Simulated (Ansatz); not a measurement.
RhPdN₂ (model structure, started from the PtCoO2 type, R-3m, No. 166, 4 atoms in the cell): bulk modulus B0 by level of theory

No measured value is used here.

| level (code) | value (GPa) | cell (Å³/atom) |
|---|---|---|
| LDA (Ansatz) | 221 | 11.07 |
| PBE (Ansatz) | 186 | 11.83 |
| PBEsol (Ansatz) | 206 | 11.34 |
| r²SCAN (Ansatz) | 205 | 11.59 |

The crystal itself was run without spin with LDA, PBE, PBEsol, r²SCAN; a magnetic state was not tried in these runs. LDA, PBE, PBEsol, r²SCAN: the run has no spin polarisation, so it can have missed a magnetic state. LDA, PBE, PBEsol, r²SCAN: the bulk modulus is −V dP/dV from two relaxed cells at ±2 % in volume. Each level is taken at its own relaxed cell. Cutoffs differ between the levels. Ansatz's density-functional and Hartree–Fock values are scalar-relativistic unless marked +SOC, with PAW data made under PBE.

A model structure was made by putting elements into a prototype or built by hand; it is no filed structure, need not be a known phase, and can be a saddle point held by its symmetry.

Ansatz is an electronic-structure program.
